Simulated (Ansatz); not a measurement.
Given:

End structure of a constructed model of the (111) surface of fcc Rh, (√3x√3)R30° layer of I, one a cell, in the other hollow (bottom of the slab: a bare face, its two planes held):

```xyz
19
Lattice="4.0623 2.3454 0.0000 -4.0623 2.3454 0.0000 0.0000 0.0000 30.0000" Properties=species:S:1:pos:R:3 pbc="T T T"
Rh    -2.7082     1.5636     8.2329
Rh     0.0000     1.5636     8.2329
Rh     2.7082     1.5636     8.2329
Rh    -1.3541     0.7818    10.4442
Rh     1.3541     0.7818    10.4442
Rh     0.0000     3.1272    10.4442
Rh    -0.0018     0.0010    12.6378
Rh    -1.3541     2.3433    12.6378
Rh     1.3559     2.3464    12.6378
Rh    -2.7095     1.5643    14.8629
Rh     0.0013     1.5643    14.8629
Rh     2.7082     1.5621    14.8629
Rh    -1.3541     0.7818    17.0447
Rh     1.3541     0.7818    17.0795
Rh     0.0000     3.1272    17.0795
Rh     0.0054    -0.0031    19.2525
Rh    -1.3541     2.3517    19.2525
Rh     1.3487     2.3423    19.2525
I     -1.3541     0.7818    21.4566
```

Slab: 19 atoms, 13.5 Å thick at the start; k 9x9x1, smearing 0.1 eV, dipole-corrected; 6 atoms held, the rest relaxed; symmetry of the start imposed; no spin, no spin-orbit, no U. In PBE it lies 0.01 eV a 1x1 cell over the lowest computed structure of the same composition ((√3x√3)R30° layer of I, one a cell, on the site that continues the host's stacking).

Task: Predict the work function of the top face from PBE (Ansatz, an electronic-structure program).

Result: 4.27 eV
